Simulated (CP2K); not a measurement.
Band structure of MgCdS2 (P4/mmm, 4 atoms in the cell).

```yaml
crystal:
  lattice:
    - [3.80768, 0.00000, 0.00000]
    - [0.00000, 3.80768, 0.00000]
    - [0.00000, 0.00000, 5.38570]
  atoms:
    - { symbol: Mg, position: [0.50000, 0.50000, 0.50000] }
    - { symbol: Cd, position: [0.00000, 0.00000, 0.00000] }
    - { symbol: S, position: [0.00000, 0.00000, 0.50000] }
    - { symbol: S, position: [0.50000, 0.50000, 0.00000] }
```

Method of the run: CP2K with PBEsol, GPW, DZVP-MOLOPT-SR-GTH basis, GTH-PBE potentials (GTH_POTENTIALS).

Settings: CUTOFF = 1000 Ry; REL_CUTOFF = 60 Ry; KPOINTS/SCHEME = MONKHORST-PACK 5 5 3; XC_FUNCTIONAL = PBE:PBESOL; Mg/BASIS_SET = DZVP-MOLOPT-SR-GTH-q10; Mg/POTENTIAL = GTH-PBE-q10; Cd/BASIS_SET = DZVP-MOLOPT-SR-GTH-q12; Cd/POTENTIAL = GTH-PBE-q12; S/BASIS_SET = DZVP-MOLOPT-SR-GTH-q6; S/POTENTIAL = GTH-PBE-q6; METHOD = GPW; EPS_DEFAULT = 1e-11; EXTRAPOLATION = USE_GUESS; NGRIDS = 5.

The starting cell comes from a database of computed structures (which also holds hypothetical and non-ambient phases and stackings), without a prior relaxation at this level. Values carry the incompleteness of an atom-centred basis. The potentials were made for another functional than the one used.

Problem. Predict the gap along the standard path and the places of the band edges.

Solution. The gap along the path is 0.03 eV, from R to M; the smallest direct gap on it is 1.23 eV.

Levels in eV from the top of the valence band on the SCF mesh, bands 14 to 18:
| point | 14 | 15 | 16 | 17 | 18 |
|---|---|---|---|---|---|
| Γ | -2.13 | -0.59 | -0.59 | -0.59 | 0.65 |
| X | -2.74 | -2.23 | -1.01 | 0.08 | 4.76 |
| M | -2.19 | -2.12 | -2.12 | -2.05 | 0.24 |
| Z | -1.52 | -1.52 | -1.24 | -1.24 | 3.39 |
| R | -0.90 | -0.82 | 0.13 | 0.21 | 3.59 |
| A | -3.20 | -3.20 | -2.94 | -2.70 | 3.80 |

Higher empty bands are left out: an atom-centred basis made for the valence describes them poorly.
